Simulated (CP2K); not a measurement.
Band structure of CuI (F-43m, 2 atoms in the cell).

```
CELL_PARAMETERS angstrom
      4.27800     0.00000     0.00000
      2.13900     3.70485     0.00000
      2.13900     1.23495     3.49297
ATOMIC_POSITIONS crystal
  Cu 0.00000 0.00000 0.00000
  I  0.25000 0.25000 0.25000
```

Level of theory: PBE, GPW, TZVP-MOLOPT-SR-GTH basis, GTH-PBE potentials (GTH_POTENTIALS) (CP2K).

Settings: CUTOFF = 600 Ry; REL_CUTOFF = 50 Ry; SMEAR/METHOD = FERMI_DIRAC; ELECTRONIC_TEMPERATURE = 116.05 K; KPOINTS/SCHEME = MONKHORST-PACK 5 5 5; XC_FUNCTIONAL = PBE; Cu/BASIS_SET = TZVP-MOLOPT-SR-GTH; Cu/POTENTIAL = GTH-PBE-q11; I/BASIS_SET = TZVP-MOLOPT-SR-GTH; I/POTENTIAL = GTH-PBE-q7; METHOD = GPW; EPS_DEFAULT = 1e-10; EXTRAPOLATION = USE_GUESS; NGRIDS = 5.

The starting cell has typed, rounded lattice constants, without a prior relaxation at this level. Spin-orbit coupling is off. Values carry the incompleteness of an atom-centred basis.

Problem. Predict the gap along the standard path and the places of the band edges.

Solution. The gap along the path is 1.13 eV, direct at Γ to within 0.01 eV.

Levels in eV from the top of the valence band on the SCF mesh, bands 6 to 10:
```json
[
 {"point": "Γ", "6": "-1.87", "7": "0.00", "8": "0.00", "9": "0.00", "10": "1.13"},
 {"point": "X", "6": "-1.81", "7": "-1.76", "8": "-1.50", "9": "-1.50", "10": "2.74"},
 {"point": "W", "6": "-1.92", "7": "-1.77", "8": "-1.60", "9": "-1.26", "10": "4.56"},
 {"point": "K", "6": "-1.83", "7": "-1.72", "8": "-1.51", "9": "-1.25", "10": "3.14"},
 {"point": "L", "6": "-1.83", "7": "-1.78", "8": "-0.72", "9": "-0.72", "10": "2.19"},
 {"point": "U", "6": "-1.83", "7": "-1.72", "8": "-1.51", "9": "-1.25", "10": "3.14"}
]
```

Higher empty bands are left out: an atom-centred basis made for the valence describes them poorly.
